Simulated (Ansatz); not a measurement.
**Rh, response to strain**

Start from Rh in the fcc (Cu type) structure (space group Fm-3m, No. 225; a = 3.7816 Å; relaxed with 0.1 eV smearing). Axes: x, y, z lie along the cube axes.

Strains are applied to the cell and any free atomic positions relax.

Computed with PBEsol in Ansatz (plane waves to 420 eV, PAW, no spin-orbit coupling).

Notes on the quantities. energy relative to the base: free energy F; pressure: mean of the normal stresses, compression positive.

| variant | energy relative to the base | pressure | shortest interatomic distance |
|---|---|---|---|
| base | 0 meV/atom | 0.0 GPa | 5.053 bohr |
| uniaxial strain ε_zz = −3.00 % | +19 meV/atom | 9.8 GPa | 4.978 bohr |
| uniaxial strain ε_zz = −2.50 % | +13 meV/atom | 8.0 GPa | 4.990 bohr |
| uniaxial strain ε_zz = −2.00 % | +8.2 meV/atom | 6.3 GPa | 5.003 bohr |
| uniaxial strain ε_zz = −1.50 % | +4.6 meV/atom | 4.6 GPa | 5.015 bohr |
| uniaxial strain ε_zz = −1.00 % | +2.0 meV/atom | 3.0 GPa | 5.028 bohr |
| uniaxial strain ε_zz = −0.50 % | +0.5 meV/atom | 1.5 GPa | 5.040 bohr |
| uniaxial strain ε_zz = +0.50 % | +0.5 meV/atom | -1.4 GPa | 5.053 bohr |
| uniaxial strain ε_zz = +1.50 % | +4.3 meV/atom | -4.2 GPa | 5.053 bohr |
| uniaxial strain ε_zz = +2.00 % | +7.5 meV/atom | -5.5 GPa | 5.053 bohr |

No phonon test of stability was made. The final runs are not spin-polarised. Rh lies near a magnetic instability that expansion can trigger; it was not tested.

Ansatz is a program for electronic structure.
